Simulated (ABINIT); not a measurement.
Input and output of a self-consistent single point for GaCuSeS (I2_12_12_1, 8 atoms in the cell) (ABINIT)

Level of theory: PBEsol, PAW (JTH v2.0 PBE PAW, files made for PBE) (plane waves; ABINIT).

This input was run:

```
# GaCuSeS, JTH v2.0 PBE PAW
pp_dirpath "./"
pseudos "Ga.GGA_PBE-JTH.xml, Cu.GGA_PBE-JTH.xml, Se.GGA_PBE-JTH.xml, S.GGA_PBE-JTH.xml"
acell 3*1.0 Angstrom
rprim
        -2.7355000000    2.7390900000    5.4338900000
         2.7355000000   -2.7390900000    5.4338900000
         2.7355000000    2.7390900000   -5.4338900000
natom 8
ntypat 4
znucl 31 29 34 16
typat 1 1 2 2 3 3 4 4
xred
         0.1303700000    0.8803700000    0.2500000000
         0.3696300000    0.6196300000    0.7500000000
         0.6362000000    0.3862000000    0.2500000000
         0.8638000000    0.1138000000    0.7500000000
         0.2500000000    0.4920100000    0.2420100000
         0.7500000000    0.0079900000    0.2579900000
         0.4994200000    0.2500000000    0.7494200000
         0.0005800000    0.7500000000    0.7505800000
ecut 60 Ry
pawecutdg 120 Ry
pawxcdev 0
ixc -116133
occopt 3
tsmear 0.00073499
nband 55
kptopt 1
ngkpt 3 3 3
nshiftk 1
shiftk 0 0 0
nstep 100
toldfe 1.0e-09
prtwf 0
prtden 0
```

Log, with long lists cut:

```
 Symmetries : space group I2_1 2_1 2_1 (# 24); Bravais oI (body-center ortho.)

 -outvars: echo values of preprocessed input variables --------
            acell      1.8897261329E+00  1.8897261329E+00  1.8897261329E+00 Bohr
             ecut      3.00000000E+01 Hartree
              ixc     -116133
         kptrlatt        3    0    0      0    3    0      0    0    3
          kptrlen      3.10160750E+01
            natom           8
            nband          55
            ngfft          64      64      64
          ngfftdg          90      90      90
             nkpt           8
            nstep         100
             nsym           4
           ntypat           4
           occopt           3
        pawecutdg      6.00000000E+01 Hartree
         pawxcdev           0
            rprim     -2.7355000000E+00  2.7390900000E+00  5.4338900000E+00
                       2.7355000000E+00 -2.7390900000E+00  5.4338900000E+00
                       2.7355000000E+00  2.7390900000E+00 -5.4338900000E+00
          spgroup          24
           toldfe      1.00000000E-09 Hartree
           tsmear      7.34990000E-04 Hartree
            typat      1  1  2  2  3  3  4  4
           useylm           1
             xred      1.3037000000E-01  8.8037000000E-01  2.5000000000E-01
                       3.6963000000E-01  6.1963000000E-01  7.5000000000E-01
                       6.3620000000E-01  3.8620000000E-01  2.5000000000E-01
                       8.6380000000E-01  1.1380000000E-01  7.5000000000E-01
                       2.5000000000E-01  4.9201000000E-01  2.4201000000E-01
                       7.5000000000E-01  7.9900000000E-03  2.5799000000E-01
                       4.9942000000E-01  2.5000000000E-01  7.4942000000E-01
                       5.8000000000E-04  7.5000000000E-01  7.5058000000E-01
            znucl       31.00000   29.00000   34.00000   16.00000

== DATASET  1 ==================================================================

 Real(R)+Recip(G) space primitive vectors, cartesian coordinates (Bohr,Bohr^-1):
 R(1)= -5.1693458  5.1761300 10.2685639  G(1)=  0.0000000  0.0965973  0.0486923
 R(2)=  5.1693458 -5.1761300 10.2685639  G(2)=  0.0967240  0.0000000  0.0486923
 R(3)=  5.1693458  5.1761300-10.2685639  G(3)=  0.0967240  0.0965973  0.0000000
 Unit cell volume ucvol=  1.0990323E+03 bohr^3
 Angles (23,13,12)=  1.31589058E+02  1.31521446E+02  7.09323855E+01 degrees

 Coarse grid specifications (used for wave-functions):

 getcut: wavevector=  0.0000  0.0000  0.0000  ngfft=  64  64  64
         ecut(hartree)=     30.000   => boxcut(ratio)=   2.05903

 Fine grid specifications (used for densities):

 getcut: wavevector=  0.0000  0.0000  0.0000  ngfft=  90  90  90
         ecut(hartree)=     60.000   => boxcut(ratio)=   2.04725

   1.67655983E+04                                ecore*ucvol(ha*bohr**3)

_setup2: Arith. and geom. avg. npw (full set) are    8627.963    8627.957

--- !BeginCycle
solver: {iscf: 17, nstep: 100, nline: 4, wfoptalg: 10, }
tolerances: {toldfe: 1.00E-09, }
...

     iter   Etot(hartree)      deltaE(h)  residm     nres2
 ETOT  1  -590.24322091603    -5.902E+02 2.086E+00 7.589E+01
 ETOT  2  -593.93089895580    -3.688E+00 5.175E-02 1.305E+02
 ETOT  3  -593.73828213322     1.926E-01 5.975E-02 4.073E+00
 ETOT  4  -593.74766640952    -9.384E-03 1.265E-02 8.002E-01
 ETOT  5  -593.74814320295    -4.768E-04 9.976E-03 6.521E-01
 ETOT  6  -593.74803508305     1.081E-04 2.385E-03 2.820E-01
   [... 5 lines left out ...]
 ETOT 12  -593.74809310917     8.885E-08 7.959E-05 3.783E-05
 ETOT 13  -593.74809308034     2.883E-08 8.704E-05 3.674E-06
 ETOT 14  -593.74809307562     4.720E-09 7.865E-05 5.938E-07
 ETOT 15  -593.74809307471     9.143E-10 8.980E-05 2.744E-08
 ETOT 16  -593.74809307475    -4.604E-11 9.089E-05 3.703E-08

 At SCF step   16, etot is converged :
  for the second time, diff in etot=  4.604E-11 < toldfe=  1.000E-09

 Cartesian components of stress tensor (hartree/bohr^3)
  sigma(1 1)=  6.59572920E-05  sigma(3 2)=  0.00000000E+00
  sigma(2 2)=  6.48661071E-05  sigma(3 1)=  0.00000000E+00
  sigma(3 3)=  6.44942104E-05  sigma(2 1)=  0.00000000E+00

 ----iterations are completed or convergence reached----

 reduced coordinates (array xred) for    8 atoms
       0.130370000000      0.880370000000      0.250000000000
       0.369630000000      0.619630000000      0.750000000000
       0.636200000000      0.386200000000      0.250000000000
       0.863800000000      0.113800000000      0.750000000000
       0.250000000000      0.492010000000      0.242010000000
       0.750000000000      0.007990000000      0.257990000000
       0.499420000000      0.250000000000      0.749420000000
       0.000580000000      0.750000000000      0.750580000000
 cartesian forces (eV/Angstrom) at end:
    1     -0.00000000000000     0.00000000000000    -0.05791533792679
    2      0.00000000000000     0.00000000000000     0.05791533792679
    3      0.00000000000000    -0.00000000000000     0.10593141045010
    4      0.00000000000000     0.00000000000000    -0.10593141045010
    5     -0.10456786614721    -0.00000000000000     0.00000000000000
    6      0.10456786614721    -0.00000000000000    -0.00000000000000
    7      0.00000000000000     0.09178267040980     0.00000000000000
    8     -0.00000000000000    -0.09178267040980     0.00000000000000
 frms,max,avg= 5.3177492E-02 1.0593141E-01   0.000E+00  0.000E+00  0.000E+00 e/A
 length scales=  1.889726132886  1.889726132886  1.889726132886 bohr
              =  1.000000000000  1.000000000000  1.000000000000 angstroms
 Fermi (or HOMO) energy (hartree) =   0.13842   Average Vxc (hartree)=  -0.35917
 Eigenvalues (hartree) for nkpt=   8  k points:
 kpt#   1, nband= 55, wtk=  0.03704, kpt=  0.0000  0.0000  0.0000 (reduced coord)
  -3.96329   -3.96329   -2.40370   -2.40369   -2.40322   -2.40322   -2.40259   -2.40259
  -0.43780   -0.43715   -0.43635   -0.43080   -0.43033   -0.43009   -0.42851   -0.42828
  -0.42805   -0.42760   -0.40566   -0.34177   -0.34110   -0.33974   -0.15346   -0.10406
  -0.06092   -0.04381   -0.03926   -0.03383   -0.02971   -0.00871   -0.00655    0.01086
   0.01328    0.01557    0.05335    0.05353    0.05899    0.06991    0.07020    0.07182
   0.07511    0.12745    0.12927    0.13194    0.14487    0.20363    0.21657    0.27917
   0.28185    0.29548    0.30598    0.31038    0.31045    0.32149    0.37588
      occupation numbers for kpt#   1
   2.00000    2.00000    2.00000    2.00000    2.00000    2.00000    2.00000    2.00000
   2.00000    2.00000    2.00000    2.00000    2.00000    2.00000    2.00000    2.00000
   2.00000    2.00000    2.00000    2.00000    2.00000    2.00000    2.00000    2.00000
   2.00000    2.00000    2.00000    2.00000    2.00000    2.00000    2.00000    2.00000
   2.00000    2.00000    2.00000    2.00000    2.00000    2.00000    2.00000    2.00000
   2.00000    2.00000    1.99999    1.99970    0.00031    0.00000    0.00000    0.00000
   0.00000    0.00000    0.00000    0.00000    0.00000    0.00000    0.00000
 prteigrs : prtvol=0 or 1, do not print more k-points.

--- !EnergyTerms
comment             : Components of total free energy in Hartree
kinetic             :  4.76207262410725E+01
hartree             :  1.97577773428368E+02
xc                  : -2.83796901399712E+01
Ewald energy        : -2.92525764049091E+02
psp_core            :  1.52548729202948E+01
local_psp           : -4.79401776930430E+02
spherical_terms     : -5.38942336352151E+01
internal            : -5.93748092164972E+02
'-kT*entropy'       : -1.64591309629613E-07
total_energy        : -5.93748092329563E+02
total_energy_eV     : -1.61567072565225E+04
...

-Cartesian components of stress tensor (GPa)         [Pressure= -1.9155E+00 GPa]
- sigma(1 1)=  1.94053020E+00  sigma(3 2)=  0.00000000E+00
- sigma(2 2)=  1.90842644E+00  sigma(3 1)=  0.00000000E+00
- sigma(3 3)=  1.89748486E+00  sigma(2 1)=  0.00000000E+00

 Calculation completed.
```

The run converged in 16 iterations.

The starting cell comes from a database of computed structures (which also holds hypothetical and non-ambient phases and stackings), without a prior relaxation at this level. The potentials were made for another functional than the one used.

Cost on one core of a shared machine: roughly 3 min.
